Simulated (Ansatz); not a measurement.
Data:

```
CELL_PARAMETERS angstrom
      5.20285     0.00000     0.00000
      0.00000     5.20285     0.00000
      0.00000     0.00000     5.20285
ATOMIC_POSITIONS crystal
  Cs 0.00000 0.00000 0.00000
  Cd 0.50000 0.50000 0.50000
  Cl 0.00000 0.50000 0.50000
  Cl 0.50000 0.00000 0.50000
  Cl 0.50000 0.50000 0.00000
```

Method: PBEsol, rigid bands (plane waves, PAW, scalar-relativistic; Ansatz, a quantum-chemistry and plane-wave program). Cell: cell and atoms relaxed with PBEsol.

**Question.** Predict the electron conductivity mass (n e² τ/σ) at 300 K, by direction if it differs.

**Answer.** 0.25 mₑ.

**Question.** What conductivity effective mass do dilute holes have at 300 K?

**Answer.** 0.79 mₑ.

**Question.** And the band gap?

**Answer.** 1.68 eV at this level; semilocal functionals usually fall short of the measured gap.

Rigid bands, one relaxation time for all states, no polarons. Spin-orbit coupling is left out; where it splits the top of the valence band it changes the hole mass and lowers the gap by about a third of the splitting.

Formula and space group known from diffraction (Crystallography Open Database), not checked to be the room-temperature form: CsCdCl3 (Pm-3m).
